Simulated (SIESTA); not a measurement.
A relaxation of cell and atoms of ScBPt3 (Pm-3m, 5 atoms in the cell) with SIESTA.

Method: GGA PBEsol, numerical atomic orbitals TZP, PseudoDojo PBEsol standard norm-conserving potentials (rewritten from UPF to PSML) run with SIESTA.

```
CELL_PARAMETERS angstrom
      4.27026     0.00000     0.00000
      0.00000     4.27026     0.00000
      0.00000     0.00000     4.27026
ATOMIC_POSITIONS crystal
  Sc 0.00000 0.00000 0.00000
  B  0.50000 0.50000 0.50000
  Pt 0.00000 0.50000 0.50000
  Pt 0.50000 0.00000 0.50000
  Pt 0.50000 0.50000 0.00000
```

Reference input (self-consistent single point, DFT, GGA PBEsol, numerical atomic orbitals TZP, PseudoDojo PBEsol standard norm-conserving potentials (rewritten from UPF to PSML)): XC.functional = GGA; XC.authors = PBEsol; potentials = PseudoDojo PBEsol standard; PAO.BasisSize = TZP; PAO.EnergyShift = 0.01 Ry; MeshCutoff = 400 Ry; kgrid.MonkhorstPack = 5 5 5; OccupationFunction = MP; OccupationMPOrder = 0; ElectronicTemperature = 0.05 eV; MaxSCFIterations = 150; SCF.Mixer.Method = Broyden. This run's input differs from it in these lines:

```diff
@@ -46,2 +46,7 @@
 Diag.ParallelOverK           true
+MD.TypeOfRun                 FIRE
+MD.Steps                     40
+MD.MaxForceTol               0.02 eV/Ang
+MD.VariableCell              true
+MD.MaxStressTol              0.05 GPa
 WriteForces                  true
```

Output (repeated stretches shortened):

```
        iscf     Eharris(eV)        E_KS(eV)     FreeEng(eV)     dDmax    Ef(eV) dHmax(eV)
   scf:    1   -11827.350512   -11983.715391   -11983.731934  1.456499 -0.906702 24.235619
   scf:    2   -12062.007616   -12044.879846   -12044.881219  0.896578 -1.812401  8.022666
   scf:    3   -12051.554706   -12048.435674   -12048.437280  0.103384 -2.103421  6.016804
   scf:    4   -12053.009236   -12051.963267   -12051.968024  0.181036 -2.828381  2.767245
   scf:    5   -12050.895352   -12051.840077   -12051.847011  0.085643 -2.950464  2.899555
   [... 10 lines left out ...]
   scf:   16   -12052.234051   -12052.234051   -12052.239809  0.000021 -3.026033  0.000520
   scf:   17   -12052.234051   -12052.234051   -12052.239809  0.000017 -3.026056  0.000430
   scf:   18   -12052.234051   -12052.234051   -12052.239809  0.000010 -3.026069  0.000316
   scf:   19   -12052.234051   -12052.234051   -12052.239809  0.000008 -3.026080  0.000234
SCF Convergence by DM+H criterion
max |DM_out - DM_in|         :     0.0000079842
max |H_out - H_in|      (eV) :     0.0002336864
SCF cycle converged after 19 iterations

Using DM_out to compute the final energy and forces

siesta: E_KS(eV) =           -12052.2341

siesta: E_KS - E_eggbox =    -12052.2341

siesta: Atomic forces (eV/Ang):
     1    0.000000   -0.000000   -0.000000
     2    0.000000   -0.000000    0.000000
     3    0.000000   -0.000000    0.000000
     4    0.000000    0.000000    0.000000
     5   -0.000000   -0.000000   -0.000000
   Tot    0.000000    0.000000   -0.000000
   Max    0.000000
   Res    0.000000    sqrt( Sum f_i^2 / 3N )
   Max    0.000000    constrained

Stress tensor Voigt[x,y,z,yz,xz,xy] (kbar):      105.16      105.16      105.16        0.00       -0.00        0.00
   [... lines left out ...]
siesta: Pressure (static):       -105.16230813  kBar
siesta: Pressure (total):       -105.16230813  kBar
No target stress found, assuming hydrostatic MD.TargetPressure.
Target stress (kBar)
outcell: Cell volume (Ang**3)        :     73.4899
        iscf     Eharris(eV)        E_KS(eV)     FreeEng(eV)     dDmax    Ef(eV) dHmax(eV)
siesta: Pressure (static):          0.30922551  kBar
siesta: Pressure (total):          0.30922551  kBar
outcell: Cell volume (Ang**3)        :     73.4899
siesta: FreeEng =    -12052.392871
   [... lines left out ...]

              0.045   0.024   0.045   0.050   0.146   0.230   0.454   0.230

              0.184

mulliken: Qtot =       68.000

Mulliken Atomic Populations:
Atom #   charge [q] valence [e]  Species
     1    -0.200852   11.200852  Sc
     2    -1.492407    4.492407  B
     3     0.564420   17.435580  Pt
     4     0.564420   17.435580  Pt
     5     0.564420   17.435580  Pt
 Total     0.000000
```

The run converged. 

Summary of the result:
```
Quantity                                                                 Value
------------------------------------  ----------------------------------------
Free energy E − TS                                              -12052.3929 eV
Fermi level (on the code's own zero)                                  -2.86 eV
Pressure                                                              0.03 GPa
Final cell                            a = b = c = 4.1887 Å, α = β = γ = 90.00°
Final volume per atom                                                 14.70 Å³
Relaxation steps                                                            10
```

The starting cell comes from a database of computed structures (which also holds hypothetical and non-ambient phases and stackings), without a prior relaxation at this level. Its lattice was rescaled by a random factor within 2.5 % of one. Spin polarisation is off. Values carry the incompleteness of an atom-centred basis.

Cost on one core of a shared machine: roughly 7 min.
